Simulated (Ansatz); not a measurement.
Au: isotropic strain +0.50 %

Consider Au in the fcc (Cu type) structure (space group Fm-3m, No. 225; a = 4.0477 Å; relaxed with 0.1 eV smearing).

It is then changed as follows: every lattice vector is stretched by 0.50 %; the atoms relax in the strained cell.

Method: LDA/PAW in Ansatz (a first-principles code), without spin-orbit coupling. Settings: 28×28×28 k-points, 0.1 eV Fermi–Dirac smearing.

The volume per atom goes up by 0.25 Å³ (16.58 Å³ → 16.83 Å³) and the space group is still Fm-3m (No. 225). The energy goes up by 2.2 meV/atom and the pressure goes from zero to -2.8 GPa. The band gap stays zero.

No phonon test of stability was made.
